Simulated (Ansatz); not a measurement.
Consider NaWO3 in the cubic perovskite structure (space group Pm-3m, No. 221; a = 3.8747 Å). Axes: x, y, z lie along the cube axes.

Level of theory: PBEsol in Ansatz (plane waves to 420 eV, PAW, no spin-orbit coupling).

Strains are applied to the cell and any free atomic positions relax; under biaxial strain the out-of-plane vector relaxes too.

One change was made to it. Results:

The energy goes up by 117 meV/atom; the pressure goes from zero to -21.3 GPa.

Task: Name the change that was made.
(A) isotropic strain +3.67 %
(B) tensor shear ε_yz = +0.90 %
(C) isotropic strain +4.29 %
(D) biaxial strain +0.39 %, plane normal [001], relaxed out of plane

Result: C, isotropic strain +4.29 %. For comparison, the energy relative to the base in the other runs: biaxial strain +0.39 %, plane normal [001], relaxed out of plane gives +0.6 meV/atom; tensor shear ε_yz = +0.90 % gives +0.8 meV/atom; isotropic strain +3.67 % gives +87 meV/atom.

Without a gap, meshes like the base's 12×12×12 leave anisotropic stresses uncertain by several tenths of a GPa, and small strain energies with them. Stability against distortions was not tested. No Hubbard U is applied, and correlation can decide whether such a compound is a metal. All final runs are without spin polarisation. An odd electron count without spin: NaWO3. Many cubic perovskites are stable only at high temperature; tilts and polar distortions were not tested.

Ansatz is a quantum-chemistry and plane-wave program.
